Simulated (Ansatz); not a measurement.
The parent structure is WS2 in the 2H-MoS2 type structure (space group P6_3/mmc, No. 194; a = 3.154 Å, c = 12.141 Å; layered, stacked along the Cartesian z axis).

(Cell as relaxed with PBE-D3(BJ).)

Levels (all Ansatz, a quantum-chemistry and plane-wave program, PAW, earlier PAW set): PBE-D3(BJ) (420 eV, no spin-orbit coupling); PBEsol-D3(BJ) (420 eV, no spin-orbit coupling).

Each level relaxes its own structure.

| base | PBE-D3(BJ) | PBEsol-D3(BJ) |
|---|---|---|
| volume per atom | 17.44 Å³ | 16.49 Å³ |
| lattice parameter a | 3.154 Å | 3.115 Å |
| band gap | 0.88 eV | 0.66 eV |

One thing is altered: hydrostatic tension (pressure −1 GPa).

| quantity | PBE-D3(BJ) | PBEsol-D3(BJ) |
|---|---|---|
| c/a ratio | 3.904 | ? |
| shift of the gap caused by the change | +0.09 eV | ? |
| smallest direct gap | 1.81 eV | ? |
| mean gap deformation potential ΔEg/Δln V | +4.1 eV | ? |

Question: Given the PBE-D3(BJ) results, estimate those of PBEsol-D3(BJ).

Answer: 
- c/a ratio, PBEsol-D3(BJ): 3.809
- shift of the gap caused by the change, PBEsol-D3(BJ): +0.07 eV
- smallest direct gap, PBEsol-D3(BJ): 1.90 eV
- mean gap deformation potential ΔEg/Δln V, PBEsol-D3(BJ): +4.4 eV

PBE-D3(BJ)'s c/a ratio lies 0.095 above PBEsol-D3(BJ)'s; PBE-D3(BJ)'s shift of the gap caused by the change lies 0.02 eV above PBEsol-D3(BJ)'s; PBE-D3(BJ)'s smallest direct gap lies 0.09 eV below PBEsol-D3(BJ)'s; PBE-D3(BJ)'s mean gap deformation potential ΔEg/Δln V lies 0.3 eV below PBEsol-D3(BJ)'s. Neither level is exact; PBEsol-D3(BJ) is the comparison here, not a measurement.

Spin-orbit coupling, missing from the scalar runs, can matter with W. Load acts through the strain it causes; cell and atoms are relaxed under it. Stability against distortions was not tested.
